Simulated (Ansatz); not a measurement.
Take CdS in the zinc blende structure (space group F-43m, No. 216; a = 5.9271 Å) as the base.

One thing is altered: an isotropic linear strain of +1.23 %; the atoms relax in the strained cell.

Level of theory: Kohn–Sham DFT with the PBE functional, run in Ansatz (an electronic-structure program) with PAW and 420 eV plane waves, without spin-orbit coupling, earlier PAW set.

Base, band edges from the VBM (valence, conduction): X -1.72, 3.63; W -2.02, 5.22; L -0.68, 2.94; Γ 0.00, 1.04; K -1.39, 4.23; U -1.39, 4.23 eV.

Give the band edges at the high-symmetry points of the new zone, measured from its valence-band maximum.


| point | valence edge (eV) | conduction edge (eV) |
|---|---|---|
| Γ | 0.00 | 0.96 |
| X | -1.60 | 3.69 |
| U | -1.30 | 4.21 |
| K | -1.30 | 4.21 |
| L | -0.64 | 2.87 |
| W | -1.90 | 5.05 |

The gap is 0.96 eV, direct at Γ.

No phonon test of stability was made.
